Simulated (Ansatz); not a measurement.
The starting structures come from a database of crystals and need not be the phases stable at ambient conditions.

Here is the system:

```xyz
10
Lattice="3.8529 0.0000 0.0000 0.0000 10.1810 0.0000 1.9264 -3.6396 6.7095" Properties=species:S:1:pos:R:3 pbc="T T T"
Y      1.9264     4.5724     4.8647
Y      3.8529     1.9691     1.8449
Y      1.9264     9.0321     1.1900
Y      3.8529    -2.4906     5.5195
Cl     3.8529     7.1530     0.6382
Cl     1.9264    -0.6116     6.0713
Cl     3.8529    -0.4684     3.0752
Cl     1.9264     7.0099     3.6343
Cl     1.9264     4.0130     2.1366
Cl     3.8529     2.5285     4.5729
```

Space group of this cell: C2/m. The cell is taken as given.

Transport runs along the normal of the first two printed cell vectors.

The gap is the functional's own, uncorrected, and κ follows it; spin-orbit coupling is left out. Mid-gap values are interpolated between the computed energies.

### Question
Predict the band gap and the smallest decay constant κ at mid-gap from r2SCAN (Ansatz, an electronic-structure program).

### Answer
Gap 0.91 eV on a 8×4×8 mesh; κ = 0.338 1/Å, at (0.500, 0.000) of the in-plane reciprocal vectors. At the zone centre, at the nearest computed energy, the slowest state has κ = 0.37 1/Å.
